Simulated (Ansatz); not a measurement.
Effect of W → S on W

The parent structure is W in the bcc (W type) structure (space group Im-3m, No. 229; a = 3.1543 Å).

Perturbation: every W is replaced by S, then cell and atoms are relaxed.

Computed with Kohn–Sham DFT with the PBEsol functional, run in Ansatz (a first-principles code) with PAW and 420 eV plane waves, no SOC. Γ-centred 21×21×21 mesh, Fermi–Dirac width 0.05 eV.

```yaml
volume_per_atom: 14.85 Å³ (base 15.69 Å³)
density: 3.59 g/cm³ (base 19.45 g/cm³)
space_group: Im-3m (No. 229) (base Im-3m (No. 229))
shortest_interatomic_distance: 2.682 Å (base 2.732 Å)
band_gap: zero (base zero)
```

Cost of the whole job for the changed cell (relaxation, final SCF and bands): around 20 core-seconds (rough).

Stability against distortions was not tested. As relaxed here, S is a hypothetical phase, not in the database extracts checked. The final runs are not spin-polarised.
